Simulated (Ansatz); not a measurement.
YN (Fm-3m) under hydrostatic pressure (compression positive): hole conductivity mass by r2SCAN, rigid bands (plane waves, PAW, scalar-relativistic; Ansatz, a program for electronic structure). The unloaded cell, whose axes the loads refer to:

```
YN
1.0
    0.00000     2.42815     2.42815
    2.42815     0.00000     2.42815
    2.42815     2.42815     0.00000
Y N
1 1
Cartesian
  0.00000   0.00000   0.00000
  2.42815   2.42815   2.42815
```

```tsv
hydrostatic pressure (compression positive) (GPa)	volume per atom (Å³)	hole conductivity mass (mₑ)
-9	15.19	0.531
-6	14.87	0.522
-3	14.58	0.514
0	14.32	0.507
3	14.08	0.501
6	13.86	?
12	13.46	0.483
18	13.12	0.473
```

Task: Fit a straight line to ln(hole conductivity mass) against the load over the rows given, and predict the row at 6 GPa.

Result: The means are x̄ = 2.143 GPa and ȳ = -0.6851; Σ(x − x̄)(y − ȳ) = -2.412 and Σ(x − x̄)² = 570.9, so the slope is -0.423 % per GPa, and the rows given lie within 0.50 % of the line. At 6 GPa the line gives 0.496 mₑ; the calculation gives 0.494 mₑ, 0.39 % from it.

Masses are for dilute carriers at 300 K, harmonic means over directions unless an axis is named. Spin-orbit coupling is left out. Stresses and pressures are the targets of the relaxation. The structure type is held at every load. Geometry: cell and atoms relaxed with PBEsol.
